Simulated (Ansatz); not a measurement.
**Si₃N₄ (P6₃/m, No. 176): band gap by level of theory**

No measured value is used here.

```
level (code)                        value (eV)  cell (Å³/atom)
-----------------------------  ---------------  --------------
LDA (Ansatz)                   4.12 (indirect)           10.42
PBE (Ansatz)                   4.29 (indirect)           10.42
PBE-D4 (Ansatz)                           4.32           10.45
r²SCAN (Ansatz)                     (withheld)           10.42
B3LYP (VWN-RPA form) (Ansatz)  6.25 (indirect)           10.42
```

Problem. Complete the blanks.

Solution. 
- r²SCAN (Ansatz, a first-principles code), value (eV): 4.95 (indirect)

Computed values are for a static lattice.  PBE-D4: the gap is read on the k mesh or supercell of the run alone and can be too large. Values are at the measured cell; PBE-D4 at the level's own relaxed cell. Cutoffs and k meshes differ between the levels. Ansatz's density-functional and Hartree–Fock values are scalar-relativistic unless marked +SOC, with PAW data made under PBE.
